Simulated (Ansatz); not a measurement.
Levels about the gap of amorphous La12Nb8O38 (58 atoms in a cell of 883 Å³, 5.68 g/cm³; zone centre alone, so wide bands show as single levels with stretches between that a denser mesh fills), at the geometry that PBE relaxed, where it gives 0.0 GPa on a denser mesh. The participation number counts the atoms over which a state spreads; weights are charges in smoothed Voronoi cells. The levels come from a single point, so bond lengths are those of that geometry. Method of the levels: PBE, scalar-relativistic without spin-orbit coupling (Ansatz, a program for electronic structure). Sampling: the zone centre alone; Fermi-Dirac width 0.02 eV; no spin polarisation.

It comes from a melt-quench run on a machine-learned potential (CHGNet), relaxed afterwards by DFT. O atoms were pushed apart under 1.9 Å during the dynamics, to hinder bonds among them. The hot cell started wider than the set density and was brought back towards it in steps. It is the lowest in DFT energy of 2 quenches. It is a model cell: composition and starting density were chosen by hand, and all elements were melted together. No dispersion term was used. Its density started from a set value of 5.79 and ended at 5.68 g/cm³. The simulated quench (nominally 240 K/ps over its main leg) is rapid and tends to freeze in more defects than a deposited or slowly cooled glass has. A cell of this size samples the disorder only roughly. Volume and shape were free in the relaxation.

| E - E(highest filled), eV | filling | participation number | largest on | weight O | weight Nb | weight La |
|---|---|---|---|---|---|---|
| -0.30 | filled | 15.1 | O, 3 neighbours | 0.93 | 0.02 | 0.05 |
| -0.30 | filled | 10.3 | O, 3 neighbours | 0.91 | 0.01 | 0.07 |
| -0.26 | filled | 19.5 | O, 3 neighbours | 0.90 | 0.02 | 0.08 |
| -0.17 | filled | 19.5 | O, 3 neighbours | 0.90 | 0.02 | 0.08 |
| -0.12 | filled | 11.7 | O, 4 neighbours | 0.91 | 0.01 | 0.08 |
| -0.11 | filled | 11.6 | O, 4 neighbours | 0.90 | 0.01 | 0.09 |
| 0.00 | filled | 15.3 | O, 4 neighbours | 0.91 | 0.01 | 0.08 |
| 3.19 | empty | 14.7 | Nb, 5 neighbours | 0.36 | 0.55 | 0.09 |
| 3.23 | empty | 10.7 | Nb, 6 neighbours | 0.34 | 0.58 | 0.08 |
| 3.27 | empty | 7.1 | Nb, 5 neighbours | 0.35 | 0.56 | 0.09 |
| 3.41 | empty | 14.7 | Nb, 6 neighbours | 0.35 | 0.55 | 0.10 |
| 3.45 | empty | 9.9 | Nb, 6 neighbours | 0.33 | 0.58 | 0.09 |
| 3.58 | empty | 15.5 | Nb, 6 neighbours | 0.35 | 0.51 | 0.14 |
| 3.59 | empty | 9.8 | Nb, 5 neighbours | 0.34 | 0.57 | 0.09 |

Most localised among these is the empty level at +3.27 eV, on a Nb atom, which has 5 neighbours (O 1.87 Å, O 1.89 Å, O 1.90 Å, O 1.95 Å, O 2.08 Å).
